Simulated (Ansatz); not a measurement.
The starting structures come from a database of crystals and need not be the phases stable at ambient conditions.

Tunnelling through a barrier is set by its complex band structure: the current falls as exp(−2κd) with the smallest κ.

Here is the system:

```
PbAsHO4
1.0
    5.90343     0.00000    -0.04734
    0.00000     6.60721     0.00000
    0.40030     0.00000     4.88017
H As Pb O
2 2 2 8
Direct
  0.50000   0.50000   0.50000
  0.00000   0.50000   0.50000
  0.75000   0.20938   0.50000
  0.25000   0.79062   0.50000
  0.75000   0.78762   0.00000
  0.25000   0.21238   0.00000
  0.56235   0.36541   0.34502
  0.43765   0.63459   0.65498
  0.93765   0.36541   0.65498
  0.06235   0.63459   0.34502
  0.89491   0.07130   0.25116
  0.10509   0.92870   0.74884
  0.60509   0.07130   0.74884
  0.39491   0.92870   0.25116
```

Space group of this cell: P2/c. The cell was relaxed by PBE-D3(BJ); by PBEsol its mean pressure is -2.1 GPa.

Transport runs along the normal of the first two printed cell vectors.

The gap is the functional's own, uncorrected, and κ follows it; spin-orbit coupling is left out. Mid-gap values are interpolated between the computed energies.

### Question
Estimate the band gap and the smallest decay constant κ at mid-gap that PBEsol run with Ansatz (a quantum-chemistry and plane-wave program) returns for this system.

### Answer
Gap 2.77 eV on a 6×6×6 mesh; κ = 0.378 1/Å, at the zone centre.
